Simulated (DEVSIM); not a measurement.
Device: abrupt Ge n-p junction, at 400 K.

Layer 1 from the left is Ge, thickness (μm) 0.460, Nd (cm⁻³) 2.4e15, τn (s) 2.1e-7, τp (s) 2.1e-7. Layer 2 from the left is Ge, thickness (μm) 0.360, Na (cm⁻³) 2e17, τn (s) 2.1e-7, τp (s) 2.1e-7.

Left contact: ohmic. Right contact: ohmic. Voltage is applied to the left contact. Recombination: SRH at mid-gap, radiative, Auger. Mobility is constant in doping.

This is a model device: material constants are rounded textbook-type values typed into the input, and sizes, dopings and lifetimes were drawn at random. Values at 300 K; Nc and Nv go as T^1.5, mobilities as T to minus their exponent, the gap by Varshni's rule with the affinity fixed.

Ge: gap (eV) 0.664, affinity (eV) 4, permittivity 16, Nc (cm⁻³) 1.04e19, Nv (cm⁻³) 6e18, μn (cm²/Vs) 3900, μp (cm²/Vs) 1900, T exponent of μn 1.66, T exponent of μp 2.33, B (cm³/s) 6.4e-14, Cn (cm⁶/s) 1e-31, Cp (cm⁶/s) 1e-31, Varshni α (eV/K) 0.000477, Varshni β (K) 235.

Model (solved in DEVSIM): 1D drift-diffusion, Boltzmann statistics, complete ionisation; no tunnelling, impact ionisation, image-force lowering or self-heating.

Q: What does the simulation give for the potential step across the device at zero bias, the largest field in the device at zero bias?

A: potential step across the device at zero bias 0.197 V; largest field in the device at zero bias 25000 V/cm.
